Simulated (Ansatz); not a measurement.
We consider ZnCl2 (P4₂/nmc, No. 137), described by LDA in Ansatz (plane waves, PAW).

Run with plane-wave cutoff 500 eV, 12×12×4 k mesh (along the axes of the cell as run), gaussian smearing 0.02 eV, scalar-relativistic PAW data made under PBE.

Cell (relaxed at this level):

```cif
data_Cl4Zn2
_chemical_formula_sum 'Zn2 Cl4'
_space_group_name_H-M_alt 'P 1'
_space_group_IT_number 1
_cell_length_a 3.59129
_cell_length_b 3.59129
_cell_length_c 10.27704
_cell_angle_alpha 90.000
_cell_angle_beta 90.000
_cell_angle_gamma 90.000
loop_
_space_group_symop_operation_xyz
  'x, y, z'
loop_
_atom_site_label
_atom_site_type_symbol
_atom_site_fract_x
_atom_site_fract_y
_atom_site_fract_z
_atom_site_occupancy
Zn1 Zn 0.00000 0.00000 0.00000 1
Zn2 Zn 0.50000 0.50000 0.50000 1
Cl1 Cl 0.50000 0.00000 0.13062 1
Cl2 Cl 0.50000 0.00000 0.63062 1
Cl3 Cl 0.00000 0.50000 0.36938 1
Cl4 Cl 0.00000 0.50000 0.86938 1
```

Question: What does this level give for the band gap?

Answer: 
* **band gap**: 3.65 eV (on the SCF k mesh)

Note: the volume lies 9 % below that of the published cell.

Ansatz is a quantum-chemistry and plane-wave program.
